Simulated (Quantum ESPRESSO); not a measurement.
**Quick settings and what they miss: LiCa3 (P6_3/mmc, 8 atoms in the cell)**

Self-consistent single point.

```yaml
crystal:
  lattice:
    - [7.73664, 0.00000, 0.00000]
    - [-3.86832, 6.70013, 0.00000]
    - [0.00000, 0.00000, 6.33711]
  atoms:
    - { symbol: Li, position: [0.66667, 0.33333, 0.25000] }
    - { symbol: Li, position: [0.33333, 0.66667, 0.75000] }
    - { symbol: Ca, position: [0.33815, 0.16908, 0.75000] }
    - { symbol: Ca, position: [0.66185, 0.83093, 0.25000] }
    - { symbol: Ca, position: [0.16908, 0.33815, 0.25000] }
    - { symbol: Ca, position: [0.83093, 0.66185, 0.75000] }
    - { symbol: Ca, position: [0.83093, 0.16908, 0.75000] }
    - { symbol: Ca, position: [0.16908, 0.83093, 0.25000] }
```

Computed with LDA (PZ), GBRV 1.5 ultrasoft (LDA) pseudopotentials (plane waves; Quantum ESPRESSO).

Base settings: ecutwfc = 40 Ry; ecutrho = 200 Ry; occupations = smearing; smearing = cold; degauss = 0.0073499 Ry; potentials = {Li: li_lda_v1.4.uspp.F.UPF, Ca: ca_lda_v1.uspp.F.UPF}; K_POINTS = automatic 5 5 5 0 0 0; conv_thr = 1e-09 Ry; mixing_beta = 0.3.

Tight run (finer mesh or higher cutoff; not a proven limit): ecutwfc: 40 Ry → 56 Ry; ecutrho: 200 Ry → 280 Ry; conv_thr: 1e-09 Ry → 7.3e-11 Ry; K_POINTS: automatic 5 5 5 0 0 0 → automatic 7 7 7 0 0 0. It gave Fermi level (on the code's own zero) 3.56 eV; pressure -2.43 GPa; largest force (vector length) 0.073 eV/Å.

Quick runs, as changes from the base:
- A: the base itself
- B: ecutwfc: 40 Ry → 30 Ry; ecutrho: 200 Ry → 240 Ry; smearing: cold → gauss; degauss: 0.0073499 Ry → 0.0147 Ry; conv_thr: 1e-09 Ry → 7.3e-05 Ry; pseudopotentials: {Li: li_lda_v1.4.uspp.F.UPF, Ca: ca_lda_v1.uspp.F.UPF} → {Li: li_pbe_v1.4.uspp.F.UPF, Ca: Ca_pbe_v1.uspp.F.UPF}; K_POINTS: automatic 5 5 5 0 0 0 → automatic 6 6 6 0 0 0; input_dft: default → pbesol [PBEsol]
- C: ecutwfc: 40 Ry → 28 Ry; ecutrho: 200 Ry → 140 Ry; conv_thr: 1e-09 Ry → 7.3e-06 Ry; K_POINTS: automatic 5 5 5 0 0 0 → automatic 4 4 4 0 0 0
- D: ecutwfc: 40 Ry → 32 Ry; ecutrho: 200 Ry → 160 Ry; K_POINTS: automatic 5 5 5 0 0 0 → automatic 6 6 6 1 1 1

Energies are extrapolated to zero smearing width, which holds to low order in the width alone (under cold and Methfessel-Paxton smearing the free energy itself is taken).

Dashes: energy of B, another energy zero.

† marks runs with another functional, U, potentials or spin treatment: their distance from the tight run is not a convergence error alone.

The count of work is k-points × plane waves × bands × iterations; it is no time. Core times come from one kind of shared machine and are given to one figure; runs under 30 s give none.

The starting cell comes from a database of computed structures (which also holds hypothetical and non-ambient phases and stackings), without a prior relaxation at this level. Its lattice was rescaled by a random factor within 2.5 % of one.

| run | energy less tight (meV/atom) | pressure less tight (GPa) | count of work / tight | core time / tight (rough) |
|---|---|---|---|---|
| A | 2.5 | 0.02 | 0.24 | 0.2 |
| B† | – | 0.85 | 0.17 | 0.2 |
| C | 11.9 | -0.23 | 0.076 | 0.09 |
| D | 1.7 | -0.06 | 0.45 | 0.4 |

Among the runs at the tight run's level, the energy misses run from 1.7 to 11.9 meV/atom.

Left out of this page: 2 runs of the series outside the window shown, repeating another row's setting, or not comparable.
